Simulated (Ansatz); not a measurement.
Model glasses of amorphous Si3N4, 71 to 77 atoms (Si30N40 before any change). Each row is one cell at a composition chosen by hand, melted whole on the CHGNet potential with the anions pushed apart under 1.9 Å, quenched within some picoseconds, far faster than a real film, and relaxed with PBE, scalar-relativistic without spin-orbit coupling (plane waves to 420 eV, PAW; Ansatz, an electronic-structure program). Each is the lower in DFT energy of 2 quenches. Cycles of charging and discharging were tried on the cells ahead of these points, and a cell that came back lower was taken. The column on the box says what of it was relaxed with the atoms; held means as the quench left it. Cells that kept moments or hold spare charge are left out, and those that charging annealed.

From the neutral cell one electron is taken away, or one added, and the atoms relax (PBE, the zone centre alone, moment held at 1 μB, uniform background; no image-charge correction, which leaves W too low where the charge is localised). W = E(+1) + E(−1) − 2 E(0) is the cost of moving an electron from one such cell to another; the spacing parts the highest filled and lowest empty level of the neutral cell, which ran without spin polarisation.

Formal charges balance in every cell (each cation at its usual highest valence, Cu and Ag at +1, Sb at +3, H at +1, O at −2, N at −3, F and Cl at −1). R− and R+ are the energies that the atoms' relaxation gave back after the electron was added or removed.

```csv
cell,change,box,spacing (eV),R− (eV),R+ (eV),spacing − R− − R+ (eV),W (eV)
Si30N44Ge3,"+3 Ge, +4 N",held,0.77,0.50,0.13,0.14,0.43
Si30N38O3,"−2 N, +3 O",held,1.82,0.91,0.49,0.42,0.76
Si30N41Ga,"+1 Ga, +1 N",held,1.69,0.30,0.43,0.96,1.17
Si30N44Ti3,"+4 N, +3 Ti",shape,1.73,0.36,0.07,1.30,1.65
Si30N41Al,"+1 Al, +1 N",held,2.33,0.70,0.20,1.43,withheld
Si27N40B4,"+4 B, −3 Si",shape,2.31,0.43,0.30,1.58,1.78
Si30N41Sc,"+1 N, +1 Sc",held,2.55,0.61,0.12,1.82,1.95
Si30N44Hf3,"+3 Hf, +4 N",shape,2.30,0.19,0.16,1.95,2.30
```

### Question
Fit a straight line of the last column on the one before it through the 7 full rows, and predict the withheld value for Si30N41Al.

### Answer
Means: x = 1.167, y = 1.434. Slope = Σ(Δx Δy) / Σ(Δx²) = 2.7759 / 2.8833 = 0.963; intercept = 1.434 − (0.963) × 1.167 = 0.310 eV; r.m.s. residual 0.078 eV. Prediction: 0.310 + (0.963) × 1.43 = 1.69 eV. The run gave 1.57 eV, a miss of 0.12 eV, within twice the residual.

### Question
What would a slope of 1 with no intercept mean?

### Answer
That adding and removing an electron at fixed atoms costs just the level spacing, as it does for levels spread over a large cell, so that W follows by bookkeeping. The fit has 0.963 and 0.310 eV; a departure holds the carrier's repulsion on its site, which raises W, and the uncorrected background, which lowers it.

In Si30N38O3, Si30N41Ga the spacing lies under 0.8 of the table's widest and a localised level on an atom of the host, not next to a guest, bounds it: there a defect of the quenched network is a likely cause.
